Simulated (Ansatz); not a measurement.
ZnS (F-43m), HSE06, rigid bands run with Ansatz (an electronic-structure program): band gap 3.46 eV, N_c = 2.42e18 cm⁻³ and N_v = 7.86e19 cm⁻³ at 300 K, conductivity masses of 0.210 mₑ (electrons) and 0.730 mₑ (holes). Take k_BT = 0.02585 eV.

Question: A film of it is 3 nm thick. Estimate the confinement energies in an infinite well.

Answer: ħ²π²/(2m t²) = 0.376 eV·nm²/(m/mₑ × t²) gives 199 meV for electrons and 57.2 meV for holes, so the gap would widen to about 3.72 eV. Finite barriers and nonparabolic bands lower this, and with several valleys or bands the heaviest mass along the normal sets the lowest level, not this average.

Question: Find the intrinsic carrier density and the intrinsic Fermi level.

Answer: n_i = √(N_c N_v) exp(−E_g/2k_BT) = 1.38e19 × exp(−66.92) = 1.2e-10 cm⁻³. The level lies (k_BT/2) ln(N_v/N_c) = 45 meV from mid-gap (positive towards the conduction band). Each 0.1 eV added to the gap lowers n_i by a factor of 6.9.

Question: What thermal injection velocity √(2k_BT/πm) limits a ballistic channel?

Answer: 1.17e7 cm/s for electrons and 6.30e6 cm/s for holes, a ratio of √(m_h/m_e) = 1.86, for dilute carriers.

Rigid, parabolic bands with the computed gap; masses take one relaxation time for all states. Spin-orbit coupling is left out; where it splits the top of the valence band, N_v and the p-type Seebeck coefficient come out somewhat high without it. Geometry: cell and atoms relaxed with PBEsol.
